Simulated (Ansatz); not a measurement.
Results of PBE in Ansatz (plane waves, PAW) for MgAl3N3O (model structure, Pm, No. 6, 8 atoms in the cell).

Settings: plane-wave cutoff 520 eV, 8×10×6 k mesh (along the axes of the cell as run), Fermi–Dirac smearing 0.01 eV, scalar-relativistic PAW data made under PBE.

Cell (relaxed at this level):

```yaml
crystal:
  lattice:
    - [5.08617, 0.00000, -0.00462]
    - [0.00000, 3.17231, 0.00000]
    - [-0.00499, 0.00000, 5.53159]
  atoms:
    - { symbol: Mg, position: [0.48909, 0.00000, 0.33399] }
    - { symbol: Al, position: [0.01594, 0.50000, 0.15360] }
    - { symbol: O, position: [0.90528, 0.00000, 0.33411] }
    - { symbol: N, position: [0.37033, 0.50000, 0.15071] }
    - { symbol: Al, position: [0.48656, 0.50000, 0.83594] }
    - { symbol: Al, position: [0.00805, 0.00000, 0.67862] }
    - { symbol: N, position: [0.87216, 0.50000, 0.83118] }
    - { symbol: N, position: [0.37258, 0.00000, 0.68186] }
```

Problem. Predict the band gap and bulk modulus.

Solution. 
band gap: 1.77 eV (on the SCF k mesh)
bulk modulus: 157 GPa

Note: the bulk modulus is −V dP/dV from two relaxed cells at ±2 % in volume; the relaxation could raise the start's symmetry but not lower it, so the cell can be a saddle point.

Computed values are for the static lattice.

Computing time: roughly 4 core-minutes.

A model structure was made by putting elements into a prototype or built by hand; it is no filed structure, need not be a known phase, and can be a saddle point held by its symmetry.

Ansatz is a first-principles code.
